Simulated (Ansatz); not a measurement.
Data:

```yaml
crystal:
  lattice:
    - [0.00000, 2.45292, 2.45292]
    - [2.45292, 0.00000, 2.45292]
    - [2.45292, 2.45292, 0.00000]
  atoms:
    - { symbol: Y, position: [0.50000, 0.50000, 0.50000] }
    - { symbol: N, position: [0.00000, 0.00000, 0.00000] }
```

No spin polarisation.

Electron doping at 2.0×10^22 cm⁻³ (0.590 per cell), with a uniform compensating background at fixed cell and a 300 K Fermi–Dirac width.

All numbers come from PBE in Ansatz (plane waves to 420 eV, PAW, no SOC). k-mesh 27×27×27 (Γ-centred); smearing 0.0259 eV (Fermi–Dirac).

Predict the Fermi level from band edge and gap character.

The Fermi level relative to the doped band's edge (positive inside the band; to 0.05 eV) is +2.40 eV. The gap character is indirect, Γ → X.

Charged cell with a jellium background: band edges are those of the host's band count, energies are not comparable with the neutral cell, and many-body gap narrowing is missing. Stability against distortions was not tested. The cell was made from YN in the rock salt structure (space group Fm-3m, No. 225) by this change: electrons 2.0×10^22 cm⁻³.

Ansatz is a first-principles code.
